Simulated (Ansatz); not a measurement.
```
CELL_PARAMETERS angstrom
      3.16366     0.00000     0.00000
      1.58183     2.73981     0.00000
      1.58183    -0.91327     2.56742
ATOMIC_POSITIONS crystal
  Ga 0.00062 0.99969 0.99907
  N  0.49938 0.25031 0.75093
```

No spin polarisation.

Calculations: LDA (Ansatz, a quantum-chemistry and plane-wave program; PAW; 420 eV plane waves; no SOC). k-mesh 13×13×13 (Γ-centred); smearing 0.05 eV (Fermi–Dirac).

Problem. Predict the band gap, in-plane stress and gap character.

Solution. The band gap is 1.88 eV, the mean in-plane stress (compression positive) is -1.9 GPa and the gap character is direct at Γ.

The cells carry an imposed strain or load. Stability against distortions was not tested. The cell was made from GaN in the zinc blende structure (space group F-43m, No. 216) by this change: biaxial strain +0.42 %, plane normal [111], relaxed out of plane. This is not the structure that GaN has at room temperature and ambient pressure.
